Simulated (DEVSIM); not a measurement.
System: Al0.1Ga0.9As/GaAs p-n heterojunction, at 250 K.

```
layer (left to right)      material  thickness (μm)  Nd (cm⁻³)  Na (cm⁻³)   τn (s)   τp (s)
---------------------  ------------  --------------  ---------  ---------  -------  -------
1                      Al0.1Ga0.9As           0.150          -     2.2e16  4.9e-10  4.9e-10
2                              GaAs            2.80     1.5e16          -  4.9e-10  4.9e-10
```

Left contact: ohmic. Right contact: ohmic. Voltage is applied to the left contact. Recombination: SRH at mid-gap, radiative. Mobility is constant in doping.

Constants are typed, rounded textbook-type inputs, not results; the design itself was drawn at random and stands for no fabricated device. Values at 300 K; Nc and Nv go as T^1.5, mobilities as T to minus their exponent, the gap by Varshni's rule with the affinity fixed.

```csv
parameter,Al0.1Ga0.9As,GaAs
gap (eV),1.5487,1.424
affinity (eV),3.991,4.07
permittivity,12.62,12.9
Nc (cm⁻³),5.17e17,4.7e17
Nv (cm⁻³),9e18,9e18
μn (cm²/Vs),6520,8500
μp (cm²/Vs),317,400
T exponent of μn,2.1,2.1
T exponent of μp,2.2,2.2
B (cm³/s),2e-10,2e-10
Varshni α (eV/K),0.000541,0.000541
Varshni β (K),204,204
```

DEVSIM, 1D drift-diffusion, Boltzmann statistics, complete ionisation; no tunnelling, impact ionisation, image-force lowering or self-heating. Band offsets follow the typed affinities; no thermionic-emission limit at abrupt steps, no polarisation charge.

### Question
Tabulate band edges, carrier densities and field at 1.05 V on the left contact.

### Answer
Energies count from the Fermi level of the right contact; mesh points crowd at the junctions.

| x (μm) | Ec (eV) | Ev (eV) | n (cm⁻³) | p (cm⁻³) | field (V/cm) |
|---|---|---|---|---|---|
| 0.000 | 0.397 | -1.174 | < 1e2 | 2.2e16 | -580 |
| 0.005077 | 0.397 | -1.174 | 2.5e8 | 2.2e16 | -590 |
| 0.01596 | 0.396 | -1.175 | 8.1e8 | 2.1e16 | -690 |
| 0.03678 | 0.394 | -1.177 | 2.0e9 | 1.9e16 | -1200 |
| 0.09608 | 0.372 | -1.199 | 1.2e10 | 6.9e15 | -8100 |
| 0.1254 | 0.338 | -1.233 | 6.1e10 | 1.4e15 | -16000 |
| 0.1407 | 0.310 | -1.261 | 2.2e11 | 3.9e14 | -20000 |
| 0.1494 | 0.291 | -1.280 | 5.3e11 | 1.6e14 | -23000 |
| 0.1544 | 0.201 | -1.245 | 3.2e13 | 8.0e14 | -22000 |
| 0.1644 | 0.180 | -1.266 | 8.2e13 | 3.1e14 | -20000 |
| 0.1868 | 0.142 | -1.304 | 4.9e14 | 5.1e13 | -15000 |
| 0.2556 | 0.082 | -1.364 | 8.0e15 | 3.1e12 | -3800 |
| 0.3844 | 0.069 | -1.377 | 1.5e16 | 1.4e12 | -84 |
| 0.6427 | 0.068 | -1.378 | 1.5e16 | 1.0e12 | ≈ 0 |
| 1.521 | 0.068 | -1.378 | 1.5e16 | 3.3e11 | ≈ 0 |
| 2.251 | 0.068 | -1.378 | 1.5e16 | 1.1e11 | ≈ 0 |
| 2.630 | 0.068 | -1.378 | 1.5e16 | 4.7e10 | ≈ 0 |
| 2.799 | 0.068 | -1.378 | 1.5e16 | 2.2e10 | ≈ 0 |
| 2.898 | 0.068 | -1.378 | 1.5e16 | 7.4e9 | ≈ 0 |
| 2.928 | 0.068 | -1.378 | 1.5e16 | 3.2e9 | ≈ 0 |
| 2.942 | 0.068 | -1.378 | 1.5e16 | 1.2e9 | ≈ 0 |
| 2.950 | 0.068 | -1.378 | 1.5e16 | < 1e2 | ≈ 0 |
